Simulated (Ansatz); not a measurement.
Functionals compared on O on the 1x1 (10-10) surface of wurtzite AlN (cut with top plane Al + N), one in a 2x1 cell, started at the site 'top Al #2', in Ansatz (plane waves, PAW). The structure was relaxed with PBE; the other rows are single points on it, each with its references at the same level. Cutoff 420 eV (500 eV for r2SCAN). The points keep PBE's geometry, so the relaxation of a polaron and the settling of charge on one site are left out.

Host crystal: wurtzite AlN, with a band gap (PBE, scalar-relativistic without spin-orbit coupling).

Slab: 33 atoms, 8.9 Å thick at the start under the adsorbate (thin: gaps and levels are the slab's own); k 3x4x1, smearing 0.01 eV, dipole-corrected; 16 atoms held, the rest relaxed; held to the start's symmetry, so lower structures may exist; spin-polarised, ending with about 2.0 μB a cell, a value that depends on the mesh; orders that need a larger cell were not tried, no spin-orbit, no U, no dispersion correction. The slab shows no gap over 0.04 eV on its mesh. It is one chosen start, not shown to be the lowest state of the adsorbate. These notes are the PBE run's. r2SCAN: The program's check for a lower electronic state was not made. Adsorption energies are against ½ O2(g). A negative adsorption energy means that the adsorbate is more stable on the surface than in its reference.

```csv
functional,adsorption energy (eV)
PBE,-0.20
RPBE,-0.10
r2SCAN,-0.31
```

Ansatz is a first-principles code.
